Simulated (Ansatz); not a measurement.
**The (221) surface of bcc Li in its 1x1 cell, outermost plane spacing 0.57 Å in the ideal cut**

These are r2SCAN, at the PBE geometry (plane waves to 500 eV, PAW; Ansatz, a quantum-chemistry and plane-wave program) values and carry that method's errors.

Slab: 19 atoms, 10.3 Å thick at the start (thin: gaps and levels are the slab's own); k 8x5x1, smearing 0.1 eV, dipole-corrected; single point; on the structure that PBE left under its start's symmetry; no spin, no spin-orbit, no U.

```json
{
 "surface energy (mean of both faces)": "0.54 J/m²",
 "work_function_of_the_top_face": "2.83 eV",
 "cost": "about 2.5 core-minutes (a rough figure)"
}
```
